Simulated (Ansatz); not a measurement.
**Fermi-surface data of ScNi4In (F-43m)**

Given:

```yaml
crystal:
  lattice:
    - [0.00000, 3.40215, 3.40215]
    - [3.40215, 0.00000, 3.40215]
    - [3.40215, 3.40215, 0.00000]
  atoms:
    - { symbol: Sc, position: [0.75000, 0.75000, 0.75000] }
    - { symbol: In, position: [0.00000, 0.00000, 0.00000] }
    - { symbol: Ni, position: [0.37462, 0.87615, 0.37462] }
    - { symbol: Ni, position: [0.37462, 0.37462, 0.37462] }
    - { symbol: Ni, position: [0.87615, 0.37462, 0.37462] }
    - { symbol: Ni, position: [0.37462, 0.37462, 0.87615] }
```

Method: PBEsol, rigid bands (plane waves, PAW, scalar-relativistic; Ansatz, an electronic-structure program). Geometry: cell and atoms relaxed with PBEsol.

| Item | Result |
|---|---|
| density of states at the Fermi level | 4.57 states/(eV·cell), both spins |
| bare Sommerfeld coefficient | 1.80 mJ/(mol of atoms·K²) |
| Drude plasma energy | 3.3 eV |
| root-mean-square Fermi velocity | 2.7e5 m/s |
| resistivity times τ | 44 ×10⁻²² Ω·m·s |

A metal at this level (no band gap); rigid bands, thermally averaged at 300 K, both spins. Spin-orbit coupling is left out. τ is one relaxation time for all states.

Computed structure, not matched to a measured one here, so possibly hypothetical: ScNi4In (F-43m). Treated as nonmagnetic (a ferromagnetic start lost its moment, other orders weren't tried): ScNi4In (F-43m).
